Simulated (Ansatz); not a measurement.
# A constructed model of the (111) surface of fcc Pd, (√3x√3)R30° layer of Li, one a cell, on the site that continues the host's stacking (bottom of the slab: a bare face, its two planes held)

The numbers are results of PBE (plane waves to 420 eV, PAW; Ansatz, a first-principles code), not measurements.

Slab: 19 atoms, 13.7 Å thick at the start; k 9x9x1, smearing 0.1 eV, dipole-corrected; 6 atoms held, the rest relaxed; held to the start's symmetry, so lower structures may exist; no spin, no spin-orbit, no U. It is one candidate, not shown to be the stable structure of the face.

```
Quantity                                              Result
-----------------------------  -----------------------------
work function of the top face                        2.25 eV
energy released by relaxation                        0.20 eV
cost                           around 8 core-minutes (rough)
```
